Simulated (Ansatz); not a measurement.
# TiAl: pressure series

Take TiAl (space group P4/mmm, No. 123; a = 2.824 Å, c = 4.071 Å) as the base.

Cell and atoms are relaxed at each pressure.

All numbers come from Kohn–Sham DFT with the PBE functional, run in Ansatz (a first-principles code) with PAW and 420 eV plane waves, no spin-orbit coupling, earlier PAW set.

Notes on the quantities. enthalpy: H = E + PV relative to the base's energy.

```json
[
 {"change": "base", "lattice parameter a": "2.824 Å", "c/a ratio": "1.441", "enthalpy": "–"},
 {"change": "pressure −2 GPa", "lattice parameter a": "2.841 Å", "c/a ratio": "1.442", "enthalpy": "-0.20 eV/atom"},
 {"change": "pressure −1 GPa", "lattice parameter a": "2.832 Å", "c/a ratio": "1.442", "enthalpy": "-0.10 eV/atom"},
 {"change": "pressure 0.9 GPa", "lattice parameter a": "2.817 Å", "c/a ratio": "1.441", "enthalpy": "+0.09 eV/atom"},
 {"change": "pressure 2.1 GPa", "lattice parameter a": "2.808 Å", "c/a ratio": "1.441", "enthalpy": "+0.21 eV/atom"},
 {"change": "pressure 4.5 GPa", "lattice parameter a": "2.790 Å", "c/a ratio": "1.441", "enthalpy": "+0.45 eV/atom"},
 {"change": "pressure 9 GPa", "lattice parameter a": "2.760 Å", "c/a ratio": "1.441", "enthalpy": "+0.88 eV/atom"},
 {"change": "pressure 15 GPa", "lattice parameter a": "2.726 Å", "c/a ratio": "1.440", "enthalpy": "+1.44 eV/atom"},
 {"change": "pressure 22.5 GPa", "lattice parameter a": "?", "c/a ratio": "1.440", "enthalpy": "+2.10 eV/atom"},
 {"change": "pressure 30 GPa", "lattice parameter a": "2.657 Å", "c/a ratio": "1.439", "enthalpy": "+2.75 eV/atom"}
]
```

**Question.** Some entries are withheld; estimate them.

**Answer.** 
- pressure 22.5 GPa, lattice parameter a: 2.688 Å

Load acts through the strain it causes; cell and atoms are relaxed under it. Whether these cells are dynamically stable was not tested. No other phases were tried under pressure. The final runs are not spin-polarised.
